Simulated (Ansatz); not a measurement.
The starting structures come from a database of crystals and need not be the phases stable at ambient conditions.

**Evanescent states of SrPdF₄ (I4/mcm, not sure to be the ambient phase, 12 atoms a cell, 15.1 Å³ an atom) along the normal of (100)**

These are PBEsol (plane waves, PAW; Ansatz, an electronic-structure program) values and carry that method's errors.

The gap is the functional's own. No spin-orbit coupling. Mid-gap values are interpolated on the energy grid.

Energies count from the valence-band top; κ is the least over a 6×4 mesh across the current.

```csv
E (eV),κ (1/Å),where
0.04,0.195,off Γ
0.10,0.329,off Γ
0.17,0.416,off Γ
0.24,0.485,off Γ
0.32,(withheld),Γ
0.39,(withheld),Γ
0.46,(withheld),off Γ
0.53,(withheld),off Γ
0.59,(withheld),off Γ
0.67,(withheld),off Γ
0.73,(withheld),off Γ
0.81,(withheld),off Γ
0.88,(withheld),off Γ
0.94,0.382,off Γ
1.01,0.329,off Γ
1.08,0.261,off Γ
1.16,0.156,off Γ
```

Task: What belongs in the gaps?

Result: 
- 0.32, κ (1/Å): 0.539
- 0.39, κ (1/Å): 0.581
- 0.46, κ (1/Å): 0.592
- 0.53, κ (1/Å): 0.570
- 0.59, κ (1/Å): 0.547
- 0.67, κ (1/Å): 0.521
- 0.73, κ (1/Å): 0.493
- 0.81, κ (1/Å): 0.461
- 0.88, κ (1/Å): 0.424
